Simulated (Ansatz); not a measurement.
Computed with PBE (plane waves to 420 eV, PAW; Ansatz, an electronic-structure program).

Plane-averaged electrostatic potential energy along the normal, in eV from the Fermi level, for a constructed model of the (110) surface of bcc Nb, p(2x2) layer of Sn, one a cell, on the site that continues the host's stacking (bottom of the slab: a bare face, its two planes held):

(z (Å), V (eV)): (3.67, 4.54); (3.95, 4.53); (4.24, 4.53); (4.52, 4.52); (4.80, 4.50); (5.08, 4.46); (5.37, 4.39); (5.65, 4.26); (5.93, 4.02); (6.21, 3.56); (6.50, 2.73); (6.78, 1.22); (7.06, -1.59); (7.34, -7.34); (7.62, -15.20); (7.91, -20.84); (8.19, -20.89); (8.47, -15.27); (8.75, -7.33); (9.04, -1.96); (9.32, -1.21); (9.60, -4.89); (9.88, -12.43); (10.17, -19.37); (10.45, -21.40); (10.73, -17.30); (11.01, -9.58); (11.30, -3.09); (11.58, -1.10); (11.86, -3.44); (12.14, -10.19); (12.43, -17.77); (12.71, -21.42); (12.99, -18.91); (13.27, -11.78); (13.56, -4.47); (13.84, -1.22); (14.12, -2.35); (14.40, -8.07); (14.69, -15.94); (14.97, -21.01); (15.25, -20.18); (15.53, -13.94); (15.81, -6.14); (16.10, -1.58); (16.38, -1.53); (16.66, -5.95); (16.94, -13.73); (17.23, -20.10); (17.51, -21.13); (17.79, -16.21); (18.07, -8.37); (18.36, -2.65); (18.64, -1.70); (18.92, -5.46); (19.20, -12.97); (19.49, -19.67); (19.77, -21.45); (20.05, -17.27); (20.33, -9.65); (20.62, -3.09); (20.90, -0.10); (21.18, 0.60); (21.46, 1.09); (21.75, 2.01); (22.03, 2.39); (22.31, 1.96); (22.59, 1.92); (22.87, 2.90); (23.16, 3.80); (23.44, 4.22); (23.72, 4.44); (24.00, 4.54); (24.29, 4.59); (24.57, 4.62); (24.85, 4.63); (25.13, 4.63); (25.42, 4.64); (25.70, 4.64); (25.98, 4.64); (26.26, 4.64)

Model: 25-atom slab, 14.4 Å thick at the start, 7x7x1 mesh, Fermi-Dirac 0.1 eV, dipole correction, 8 atoms held, the rest relaxed; held to the start's symmetry, so lower structures may exist; no spin, no spin-orbit, no U. It is one candidate, not shown to be the stable structure of the face.

The vacuum level lies 4.64 eV above the Fermi level over the top face and 4.54 eV above it under the bottom face.
